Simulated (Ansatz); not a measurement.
## PbTe: thickness series

The reference is PbTe in the rock salt structure (space group Fm-3m, No. 225).

```yaml
crystal:
  lattice:
    - [0.00000, 3.22119, 3.22119]
    - [3.22119, 0.00000, 3.22119]
    - [3.22119, 3.22119, 0.00000]
  atoms:
    - { symbol: Te, position: [0.00000, 0.00000, 0.00000] }
    - { symbol: Pb, position: [0.50000, 0.50000, 0.50000] }
```

Cartesian axes are those of the cell as printed.

Free-standing slabs (2 atom(s) a layer) normal to the z axis with 15 Å of vacuum; in-plane cell held at bulk.

Level of theory: PBEsol (Ansatz, an electronic-structure program), no spin-orbit coupling, earlier PAW set.

Notes on the quantities. excess energy per area of both faces: slab less bulk energy over the cell's area: twice a surface energy.

```json
[
 {"variant": "base", "band gap": "0.65 eV", "gap character": "–", "excess energy per area of both faces": "–"},
 {"variant": "1 layer", "band gap": "0.35 eV", "gap character": "direct at X", "excess energy per area of both faces": "–"},
 {"variant": "2 layers", "band gap": "1.17 eV", "gap character": "direct at k = (0, 0.429, 0) in the run's primitive reciprocal basis", "excess energy per area of both faces": "0.37 J/m²"},
 {"variant": "3 layers", "band gap": "0.79 eV", "gap character": "direct at X", "excess energy per area of both faces": "0.54 J/m²"},
 {"variant": "4 layers", "band gap": "1.05 eV", "gap character": "direct at k = (0, 0.429, 0) in the run's primitive reciprocal basis", "excess energy per area of both faces": "0.44 J/m²"},
 {"variant": "5 layers", "band gap": "(withheld)", "gap character": "direct at X", "excess energy per area of both faces": "(withheld)"},
 {"variant": "6 layers", "band gap": "0.94 eV", "gap character": "direct at k = (0, 0.429, 0) in the run's primitive reciprocal basis", "excess energy per area of both faces": "0.46 J/m²"},
 {"variant": "7 layers", "band gap": "0.74 eV", "gap character": "direct at X", "excess energy per area of both faces": "0.48 J/m²"}
]
```

Problem. Some entries are withheld; estimate them.

Solution. 
- 5 layers, band gap: 0.78 eV
- 5 layers, excess energy per area of both faces: 0.49 J/m²

The excess energy carries the mismatch between the slab's and the bulk's meshes. Spin-orbit coupling, missing from the scalar runs, can matter with Pb and Te. Whether these cells are dynamically stable was not tested. Labels are those of the standard path for the cell's own space group.
